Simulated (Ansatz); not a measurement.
A 16-atom cell of (Si,Sn) started in the diamond structure, site fractions Si 0.500, Sn 0.500, short-range order 0.00 in the first shell of the mixed sites (0 is random, a negative value favours unlike neighbours), space group Cm at the end. The mixed sublattice has 16 sites.

The mixing enthalpy is taken against the end members in the diamond type, relaxed in the same cell and mesh.

Level of theory: PBE (plane waves to 420 eV, PAW; Ansatz, an electronic-structure program). Spin–orbit coupling is left out. Its k-point mesh 4×4×4, Fermi–Dirac width 0.01 eV.

```tsv
cell	energy at zero smearing (eV)
Si	-10172.932
Sn	-96387.327
SnSi	-53277.306
```

Question: Work out the mixing enthalpy per mixed site and the interaction parameter Ω of a regular solution.

Answer: With x = 8/16 of the second end member, ΔH = [-53277.306 − 8/16 × (-10172.932) − 8/16 × (-96387.327)] / 16 = 176 meV against the separate end members. Ω = ΔH / x(1 − x) = 706 meV, which puts the top of the miscibility gap of this model at Ω / 2k = 4100 K.
